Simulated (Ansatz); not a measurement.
The parent structure is Au in the diamond structure (space group Fd-3m, No. 227; a = 6.025 Å; a hypothetical phase, not in the database extracts checked).

Structures relaxed with Kohn–Sham DFT with the PBEsol functional, run in Ansatz (a first-principles code) with PAW and 420 eV plane waves, no spin-orbit coupling.

Base:

Simulated powder pattern, Cu Kα1, λ = 1.54056 Å (kinematic, ideal powder, no thermal factors, no anomalous dispersion; the 14 strongest lines at most, above 2 %, up to 2θ = 90°):

```csv
2θ (°),I/Imax (%),hkl
25.59,100,(111)
42.40,81,(220)
50.18,50,(311)
61.51,14,(400)
67.73,21,(331)
77.56,29,(422)
83.26,16,(333)
```

After one change:

Simulated powder pattern, Cu Kα1, λ = 1.54056 Å (kinematic, ideal powder, no thermal factors, no anomalous dispersion; the 14 strongest lines at most, above 2 %, up to 2θ = 90°):

```tsv
2θ (°)	I/Imax (%)
25.93	100
42.98	80
50.88	49
62.40	13
68.74	20
78.76	28
84.59	16
```

Task: Which of these changes matches the shifts?
A) pressure 10 GPa
B) pressure 3 GPa
C) pressure 0.7 GPa
D) pressure 7.5 GPa

Result: B, pressure 3 GPa. Its volume per atom is 26.30 Å³ against 27.34 Å³, and its space group is Fd-3m (No. 227).

Load acts through the strain it causes; cell and atoms are relaxed under it. Stability against distortions was not tested. Competing high-pressure phases were not computed.
